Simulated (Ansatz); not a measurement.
For PtC (model structure, P-6m2, No. 187, 2 atoms in the cell), PBEsol in Ansatz (PAW) gives:

lattice parameter a: 2.982 Å
c axis length: 2.846 Å
bulk modulus B0: 278 GPa

**Question.** What does r²SCAN in Ansatz (plane waves, PAW) give for the same quantities?

**Answer.** 
- lattice constant a: 3.005 Å (rises by 0.8 %)
- lattice parameter c: 2.865 Å (increases by 0.7 %)
- bulk modulus: 261 GPa (decreases by 6.1 %)

Changes are worked out from the printed values.

Unless a cell is named, each level is at its own relaxed cell (PBEsol 10.96, r²SCAN 11.20 Å³/atom).

Levels without +SOC leave out spin–orbit coupling, which shifts energies and cells of such heavy elements.

Caveats: the bulk modulus is −V dP/dV from two relaxed cells at ±2 % in volume (PBEsol, r²SCAN). Ansatz's density-functional and Hartree–Fock values are scalar-relativistic unless marked +SOC, with PAW data made under PBE.

A model structure was made by putting elements into a prototype or built by hand; it is no filed structure, need not be a known phase, and can be a saddle point held by its symmetry.

Ansatz is a program for electronic structure.
